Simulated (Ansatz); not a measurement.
Results of PBE-D3(BJ) in Ansatz (PAW) for AlB2-type TiB2.

Settings: plane-wave cutoff 520 eV, 18×18×12 k mesh (along the axes of the cell as run), Fermi–Dirac smearing 0.1 eV, perturbation theory, no spin polarisation, scalar-relativistic PAW data made under PBE.

Computed at the level's own relaxed cell.

Space group P6/mmm (No. 191); a = 3.0036 Å, b = 3.0036 Å, c = 3.1815 Å, α = 90.00°, β = 90.00°, γ = 120.00°

```csv
atom,site,symmetry,x,y,z
Ti,1a,6/mmm,0.0000,0.0000,0.0000
B,2d,-6m2,0.3333,0.6667,0.5000
```

Harmonic phonon frequencies (cm⁻¹; i marks an imaginary mode):

| q point | frequencies |
|---|---|
| Γ | 0 0 0 533 533 543 570 921 921 |
| M | 312 335 379 531 539 569 811 858 890 |
| K | 351 351 357 558 558 655 776 776 938 |
| A | 308 308 355 437 437 536 637 930 930 |
| L | 324 342 357 535 578 609 796 838 910 |
| H | 333 333 353 589 589 641 779 779 927 |

No imaginary mode appears at these points.

Note: the dispersion coefficients are held fixed in the derivatives.

Ansatz is a quantum-chemistry and plane-wave program.
